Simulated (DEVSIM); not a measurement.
System: abrupt GaP p-n junction, at 250 K.

Layer 1 from the left is GaP, thickness (μm) 11.0, Na (cm⁻³) 2e15, τn (s) 1.7e-7, τp (s) 1.7e-7. Layer 2 from the left is GaP, thickness (μm) 2.50, Nd (cm⁻³) 8.6e17, τn (s) 1.7e-7, τp (s) 1.7e-7.

Left contact: ohmic. Right contact: ohmic. Voltage is applied to the left contact. Recombination: SRH at mid-gap, Auger. Mobility is μmin + (μ − μmin)/(1 + (N/Nref)^α).

Constants are typed, rounded textbook-type inputs, not results; the design itself was drawn at random and stands for no fabricated device. Values at 300 K; Nc and Nv go as T^1.5, mobilities as T to minus their exponent, the gap by Varshni's rule with the affinity fixed.

GaP: gap (eV) 2.26, affinity (eV) 3.8, permittivity 11.1, Nc (cm⁻³) 1.8e19, Nv (cm⁻³) 1.9e19, μn (cm²/Vs) 250, μp (cm²/Vs) 150, μn,min 10, μp,min 10, Nref,n 4.4e18, Nref,p 1e18, αn 0.8, αp 0.85, T exponent of μn 1.6, T exponent of μp 1.98, Cn (cm⁶/s) 1e-30, Cp (cm⁶/s) 1e-30, Varshni α (eV/K) 0.00058, Varshni β (K) 372.

Model (solved in DEVSIM): 1D drift-diffusion, Boltzmann statistics, complete ionisation; no tunnelling, impact ionisation, image-force lowering or self-heating.

Dark forward current:

```
|V| (V)  |J| (A/cm²)
-------  -----------
0.90       3.180e-13
0.95       1.043e-12
1.00       3.426e-12
1.05       1.127e-11
1.10       3.715e-11
1.15       1.228e-10
1.20       4.067e-10
1.25        1.352e-9
1.30        4.511e-9
1.35        1.513e-8
1.40        5.114e-8
1.45        1.753e-7
1.50        6.180e-7
1.55        2.324e-6
1.60        1.004e-5
1.65        5.471e-5
1.70       0.0003882
1.75        0.003326
1.80         0.03106
1.85          0.2792
1.90           1.889
1.95           8.693
2.00           30.58
2.05           89.01
2.10           216.0
2.15           434.2
```

Q: Work out the local ideality factor n = ΔV / (kT/q · ln(J2/J1)) between the rows 0.90 and 0.95 V, 1.75 and 1.80 V, 2.10 and 2.15 V.

A: kT/q = 21.54 mV. From 0.90 to 0.95 V: ln(1.043e-12/3.180e-13) = 1.188, n = 1.95, near the 2 of recombination in the depletion region. From 1.75 to 1.80 V: ln(0.03106/0.003326) = 2.234, n = 1.04, near the 1 of diffusion or emission over a barrier. From 2.10 to 2.15 V: ln(434.2/216.0) = 0.698, n = 3.32.

Q: Estimate the current at 1.80 V from the Shockley equation with J0 = Σ q ni² D/(N L) coth(W/L), τ joining the SRH, radiative and Auger lifetimes that are on, and W taken as the whole layer.

A: ni² = 2.18e-8 cm⁻⁶; electrons in the p layer: μ = 334 cm²/Vs, D = 7.19 cm²/s, τ = 1.70e-7 s, L = 11.1 μm, W/L = 0.99, term 1.50e-38 A/cm²; holes in the n layer: μ = 121 cm²/Vs, D = 2.61 cm²/s, τ = 1.51e-7 s, L = 6.28 μm, W/L = 0.40, term 4.47e-41 A/cm². J0 = 1.50e-38 A/cm², and J = J0 exp(qV/kT) = 0.0294 A/cm². The simulation gives 0.0311 A/cm²; the estimate lies 5.3 % below. The estimate leaves out recombination in the depletion region and that region's share of W.
